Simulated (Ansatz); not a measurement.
Cost and result by functional for the adsorption energy of NH3 on the 1x1 (110) surface of bcc W, one in a 2x2 cell, started at the site 'hollow W-W-W', in Ansatz (plane waves, PAW). Single points on the PBE structure, on one kind of machine; costs are rough ratios of the slab run's core time (references not counted) to the cheapest single point. r2SCAN's cost holds its higher cutoff (500 against 420 eV). Differences are taken against r2SCAN for comparison alone: no measured value is at hand, so the table doesn't rank accuracy.

Slab: 20 atoms, 6.6 Å thick at the start under the adsorbate (thin: gaps and levels are the slab's own); k 6x6x1, smearing 0.1 eV, dipole-corrected; 8 atoms held, the rest relaxed; no symmetry held; no spin, no spin-orbit, no U, no dispersion correction. At the end it is bonded to W. In PBE it is, or lies within 0.03 eV of, the lowest of the starts that converged. These notes are the PBE run's. Adsorption energies are against NH3(g). A negative adsorption energy means that the adsorbate is more stable on the surface than in its reference.

```csv
functional,relative cost,adsorption energy (eV),less r2SCAN (eV)
RPBE,1,-0.60,0.38
r2SCAN,2,-0.98,0.00
PBE (the relaxed run's value),–,-0.86,0.12
```

The values span 0.38 eV, while the single points' costs differ by a factor of roughly 2. Differences are of unrounded values.

Ansatz is a program for electronic structure.
